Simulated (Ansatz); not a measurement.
## Zr under load (space group P6_3/mmc): band-structure transport figures

Input:

```yaml
crystal:
  lattice:
    - [3.20773, 0.00000, 0.00000]
    - [-1.60387, 2.77798, 0.00000]
    - [0.00000, 0.00000, 5.08283]
  atoms:
    - { symbol: Zr, position: [0.33333, 0.66667, 0.25000] }
    - { symbol: Zr, position: [0.66667, 0.33333, 0.75000] }
```

Method: PBEsol, rigid bands (plane waves, PAW, scalar-relativistic; Ansatz, a quantum-chemistry and plane-wave program). Condition of this run: biaxial stress xx = yy = -1 GPa (compression positive) (the target of the relaxation). Cell: cell and atoms relaxed with PBEsol, then loaded as said.

```
Property                                                            Value
------------------------------------  -----------------------------------
density of states at the Fermi level    1.95 states/(eV·cell), both spins
bare Sommerfeld coefficient                      2.3 mJ/(mol of atoms·K²)
Drude plasma energy                          4.0 (x), 4.0 (y), 4.4 (z) eV
root-mean-square Fermi velocity                                 3.9e5 m/s
resistivity times τ                   30 (x), 30 (y), 25 (z) ×10⁻²² Ω·m·s
```

A metal at this level (no band gap); rigid bands, thermally averaged at 300 K, both spins. Spin-orbit coupling is left out. τ is one relaxation time for all states.
